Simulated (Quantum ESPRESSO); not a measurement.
# Convergence study of shifted k-point meshes for Au (Fm-3m, 1 atom in the cell)

```xyz
1
Lattice="-2.0339 0.0000 2.0339 0.0000 2.0339 2.0339 -2.0339 2.0339 0.0000" Properties=species:S:1:pos:R:3 pbc="T T T"
Au     0.0000     0.0000     0.0000
```

Method: PBEsol, SSSP 1.1.2 precision (PBE) pseudopotentials (plane waves; Quantum ESPRESSO).

Base settings: ecutwfc = 75 Ry; occupations = smearing; smearing = fermi-dirac; degauss = 0.0073499 Ry; input_dft = pbesol; potentials = {Au: Au_ONCV_PBE-1.0.oncvpsp.upf}; K_POINTS = automatic 14 14 14 0 0 0; conv_thr = 1e-10 Ry; mixing_beta = 0.4.

Only quantities that move along the ladder and can be compared are tabulated.

The count of work is k-points × plane waves × bands × iterations; it is no time. Core times come from one kind of shared machine, to one figure; runs under 30 s give none.

The starting cell has typed, rounded lattice constants, without a prior relaxation at this level. Its lattice was rescaled by up to half a per cent.

```csv
K_POINTS,free energy less the last step's (meV/atom),pressure (GPa),count of work / last,core time / last (rough)
automatic 2 2 2 1 1 1,629.15,8.74,0.0029,–
automatic 3 3 3 1 1 1,19.09,0.71,0.0078,–
automatic 4 4 4 1 1 1,59.22,3.10,0.013,–
automatic 5 5 5 1 1 1,4.43,1.29,0.025,–
automatic 6 6 6 1 1 1,11.55,1.19,0.036,–
automatic 8 8 8 1 1 1,-1.14,1.03,0.078,–
automatic 10 10 10 1 1 1,-1.21,1.16,0.14,–
automatic 12 12 12 1 1 1,-0.23,1.20,0.24,0.3
automatic 15 15 15 1 1 1,-0.33,1.16,0.45,0.5
automatic 20 20 20 1 1 1,0.00,1.15,1.0,1
```

Coarsest K_POINTS that holds the free energy within 1 meV/atom of the last step, with all finer ones: automatic 12 12 12 1 1 1, at 0.24 of the last step's count of work and about 0.3 of the last step's time; the step before is off by 1.2 meV/atom.

Coarsest K_POINTS that holds the pressure within 1 GPa of the last step, with all finer ones: automatic 5 5 5 1 1 1, at 0.025 of the last step's count of work; the step before is off by 2.0 GPa.
